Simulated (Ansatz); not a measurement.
Here is the system:

End structure of S on the 1x1 (111) surface of fcc Ag, one in a 1x1 cell, started at the site 'bridge Ag-Ag (span 2.9 Å)':

```xyz
5
Lattice="2.9334 0.0000 0.0000 -1.4667 2.5404 0.0000 0.0000 0.0000 26.5000" Properties=species:S:1:pos:R:3 pbc="T T T"
Ag     0.0000     1.6936     9.6916
Ag     1.4667     0.8468    12.0709
Ag     0.0012     0.0007    14.4411
Ag    -0.0407     1.6701    16.8162
S      0.6831     0.3944    19.0075
```

Slab: 5 atoms, 7.1 Å thick at the start under the adsorbate (thin: gaps and levels are the slab's own); k 12x12x1, smearing 0.1 eV, dipole-corrected; 2 atoms held, the rest relaxed; start symmetry kept, larger cells not searched; spin-polarised, no spin-orbit, no U, no dispersion correction. The starting moment vanished. At the end it is bonded to 2 Ag. In PBE it is, or lies within 0.03 eV of, the lowest of the starts that converged.

A negative adsorption energy means that the adsorbate is more stable on the surface than in its reference.

Give the adsorption energy against ⅛ S8(g) at the level PBE (Ansatz, a program for electronic structure).

0.60 eV

Estimate the change of the step from the bottom to the top vacuum level, against the clean slab that PBE returns for this input.

1.39 eV

Estimate the change of the work function that PBE returns for this input.

1.33 eV

Estimate the work function of the top face that PBE returns for this input.

5.78 eV
